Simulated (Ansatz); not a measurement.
Pressure series in Re

Take Re in the hcp (Mg type) structure (space group P6_3/mmc, No. 194; a = 2.7752 Å, c = 4.4830 Å) as the base.

Cell and atoms are relaxed at each pressure.

Method: PBE (Ansatz, a first-principles code, PAW, no spin-orbit coupling), earlier PAW set.

```tsv
P (GPa)	V (Å³/atom)
-2.01	15.035
-1.01	14.993
3.00	14.830
7.01	14.677
15.00	14.395
30.01	13.933
50.01	13.417
75.01	12.884
100.02	12.438
```

Q: Fit a third-order Birch–Murnaghan equation of state.

A: Least squares on P(V) = (3B₀/2)[(V₀/V)^(7/3) − (V₀/V)^(5/3)]·[1 + (3/4)(B₀′ − 4)((V₀/V)^(2/3) − 1)] gives V₀ = 14.95 Å³/atom, B₀ = 366 GPa and B₀′ = 4.3.

Load acts through the strain it causes; cell and atoms are relaxed under it. Whether these cells are dynamically stable was not tested. No other phases were tried under pressure. The final runs are not spin-polarised.
